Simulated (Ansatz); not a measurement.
Worked example: self-consistent single point of PbS (P-6m2, 2 atoms in the cell) in Ansatz (a quantum-chemistry and plane-wave program)

Method: LDA (PW92), default PAW files made with PBE (plane waves; Ansatz).

The input file:

Ansatz 0.2 input:
```yaml
# PbS
crystal:
  lattice:
    - [4.101969, 0.000000, 0.000000]
    - [-2.050985, 3.552409, 0.000000]
    - [0.000000, 0.000000, 3.799535]
  atoms:
    - { symbol: Pb, position: [0.000000, 0.000000, 0.000000] }
    - { symbol: S, position: [0.666667, 0.333333, 0.500000] }
basis:
  ecutwfc: 30.9 Ry
kpoints:
  mp_grid: { grid: [9, 9, 9] }
hamiltonian:
  xc: lda
  pseudopotentials: { kind: paw }
scf:
  occupations: { method: gaussian, width: 0.0073 Ry }
output:
  forces: true
  eigenvalues: true
  stress: true
```

Log, with long lists cut:

```
WARN the atoms were moved onto the symmetric positions of the space group found under crystal.symmetry.tolerance 1.0e-5 (fractional …
WARN ansatz: RAYON_NUM_THREADS=1 ignored (pool sized by the plan → 1); use --threads N
Pseudopotentials: kind: paw
Pseudopotential: Pb, paw, valence charge 14
Pseudopotential: S, paw, valence charge 6
Crystal: 2 atoms, lattice volume = 55.366 Å³
Basis set: ecut = 420.4159175005146 eV, 1105 PW (Γ)
Bands: 14, of which v1, the nominal top of the filled ones, is band 10 counted from 1 (9 counted from 0)
Symmetry: 12 space group operations
Space group: P-6m2 (ITA 187), of the structure as read, at distance tolerance 3.8e-5 Å
k-points: 60 of 729 (time reversal used)
PAW frozen core: Pb, regenerated for the run's functional, and the local potential with it
PAW frozen core: S, regenerated for the run's functional, and the local potential with it
Initial density: superposition of atomic densities (neutral atoms: chi_scale 0, normalization atom), corrected by the library's trained network
Initial wavefunctions: pseudopotential atomic-orbital guess
Eigensolver: davidson
Functional: x = slater, c = lda
SCF iter   1: F=—  HF=-12472.630492 eV  |F-HF|=—  |Δ(HF+E_count)|=         —  Δρ=6.06e-3  dr2=3.06e-2  ethr=1.77e-3  ⟨swp⟩=5.6  Hψ=4852  notcnv=0
all-band conjugate gradients solve this SCF's bands
preconditioner: auto → none
SCF iter   2: F=—  HF=-12472.622159 eV  |F-HF|=—  |Δ(HF+E_count)|=   8.33e-3  Δρ=2.80e-3  dr2=6.93e-3  ethr=1.53e-4  ⟨swp⟩=1.0  Hψ=1320  notcnv=0
SCF iter   3: F=—  HF=-12472.620305 eV  |F-HF|=—  |Δ(HF+E_count)|=   1.85e-3  Δρ=2.74e-4  dr2=2.73e-5  ethr=3.47e-5  ⟨swp⟩=1.6  Hψ=897  notcnv=0
SCF iter   4: F=—  HF=-12472.620312 eV  |F-HF|=—  |Δ(HF+E_count)|=   6.91e-6  Δρ=5.11e-5  dr2=8.34e-7  ethr=1.37e-7  ⟨swp⟩=2.1  Hψ=1131  notcnv=0
iter 5 did not close the SCF: its close was put off for the readings that it lacked (scf_convergence_deferred on its scf_iter line)
SCF iter   5: F=-12472.620313 eV  HF=-12472.620313 eV  |F-HF|=6.51e-9  |Δ(HF+E_count)|=   5.69e-7  Δρ=6.32e-6  dr2=1.55e-8  ethr=4.17e-9  ⟨swp⟩=1.8  Hψ=1003  notcnv=0
SCF iter   6: F=-12472.620313 eV  HF=-12472.620313 eV  |F-HF|=1.58e-10  |Δ(HF+E_count)|=   9.91e-9  Δρ=7.45e-7  dr2=2.39e-10  ethr=7.73e-11  ⟨swp⟩=2.9  Hψ=3559  notcnv=0
SCF 1 converged in 6 iterations: F = -12472.620313 eV  dr2 = 2.39e-10
SCF converged after 6 iterations
Free energy (F): -12472.620313 eV
Harris-Foulkes:  -12472.620313 eV  (|F-HF|=1.58e-10)
Internal energy: -12472.619721 eV  (E = F + TS)
E sigma→0 (E₀):  -12472.620017 eV
Entropy (-TS):   -0.000592 eV (-0.296 meV/atom)
Fermi energy:    7.037416 eV
--- Per-component energies (eV) ---
  E_band       = -75.462854
  E_kinetic    = 392.367693
  E_local      = -1285.608701  (includes V_loc(G=0)·N_el)
  E_nonlocal   = 383.519294
  E_hartree    = 496.313109
  E_xc         = -314.906386
  E_vxc        = -220.467186  (∫ρ·V_xc dr)
  E_paw        = -10668.865169  (= ΣΔE_a)
  E_vpaw       = -337.900751  (= ΣTr[D̂ρ^β])
  E_aug_tail   = 0.000045  (compensation charges beyond the density's cutoff)
  E_ewald      = -1475.515090
  E_core_change = 0.075484  (= ΣΔE_core)
  E_smearing   = -0.000592  (= −TS)
  E_closure    = -0.000000  (closes the sum)
  Σ components = -12472.620313   (vs F -12472.620313, Δ=0.00e0)
--- Forces (eV/Å), atoms counted from 1 ---
  atom   1  Pb    -0.00000000     0.00000000     0.00000000
  atom   2  S      0.00000000     0.00000000     0.00000000
  max |Σ_I F_I| component: 1.11e-16 eV/Å
--- Stress (GPa, compression-positive) ---
       -4.501299       0.000000       0.000000
        0.000000      -4.501299       0.000000
        0.000000       0.000000      -5.260307
  P = ⅓ Tr σ = -4.7543 GPa (-47.543 kbar)
  The stress holds the Pulay correction. Without it, at fixed plane waves, as pw.x and ABINIT print it: P = -4.7691 GPa
--- Band table (eV; the first three rows and the last of 60) ---
  k-point 0: bands = ["-9.5476", "-9.5244", "-9.5244", "-9.4304", "-9.4304", "-5.8267", "0.6847", "5.1228", "5.6143", "5.6143", "10.5855", "10.5855", "12.4416", "13.5511"]
  k-point 1: bands = ["-9.5336", "-9.5234", "-9.5234", "-9.4357", "-9.4357", "-5.7339", "0.4008", "5.2581", "5.6764", "5.6764", "10.6386", "10.6386", "12.0693", "13.7412"]
  k-point 2: bands = ["-9.5210", "-9.5210", "-9.4983", "-9.4491", "-9.4491", "-5.4687", "-0.2981", "5.6366", "5.8411", "5.8411", "10.7695", "10.7695", "10.8630", "14.5939"]
  k-point 59: bands = ["-9.5527", "-9.5033", "-9.4951", "-9.4828", "-9.3908", "-4.0165", "-0.0427", "3.2365", "3.4599", "4.8629", "6.9901", "11.3166", "12.8093", "14.7766"]
```

The run converged in 6 iterations.

The starting cell comes from a database of computed structures (which also holds hypothetical and non-ambient phases and stackings), without a prior relaxation at this level. Its lattice was rescaled by up to half a per cent. Spin-orbit coupling is off. With a pressure of about -5 GPa the cell is away from its equilibrium volume at this level. Ansatz's pressure includes its estimate of the finite-basis (Pulay) stress. The run gives no clean gap (levels at the Fermi energy touch, overlap or are partly filled at this smearing), which alone does not show that the compound is a metal.
